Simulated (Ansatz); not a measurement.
Take AlP in the zinc blende structure (space group F-43m, No. 216; a = 5.5073 Å) as the base.

Structures relaxed with PBE (Ansatz, a quantum-chemistry and plane-wave program, PAW, no SOC), earlier PAW set.

Base:

Simulated powder pattern, Mo Kα, λ = 0.71073 Å (kinematic, ideal powder, no thermal factors, no anomalous dispersion; the 8 strongest lines at most, above 2 %, up to 2θ = 40°):

| 2θ (°) | I/Imax (%) | hkl |
|---|---|---|
| 12.83 | 100 | (111) |
| 21.03 | 74 | (220) |
| 24.71 | 46 | (311) |
| 29.91 | 13 | (400) |
| 32.67 | 20 | (331) |
| 36.86 | 26 | (422) |
| 39.18 | 14 | (333) |

The change: As takes the place of P on all its sites; the structure is relaxed again.

Question: How do the reflections move or split?

Answer: 
Simulated powder pattern, Mo Kα, λ = 0.71073 Å (kinematic, ideal powder, no thermal factors, no anomalous dispersion; the 8 strongest lines at most, above 2 %, up to 2θ = 40°):

```csv
2θ (°),d (Å),I/Imax (%),hkl
12.34,3.307,100,(111)
14.25,2.864,19,(200)
20.21,2.025,66,(220)
23.75,1.727,52,(311)
28.74,1.432,12,(400)
31.38,1.314,22,(331)
35.39,1.169,24,(422)
37.61,1.102,16,(511)
```

The indices refer to each structure's own conventional cell; one index is shown for lines that coincide.

Whether these cells are dynamically stable was not tested.
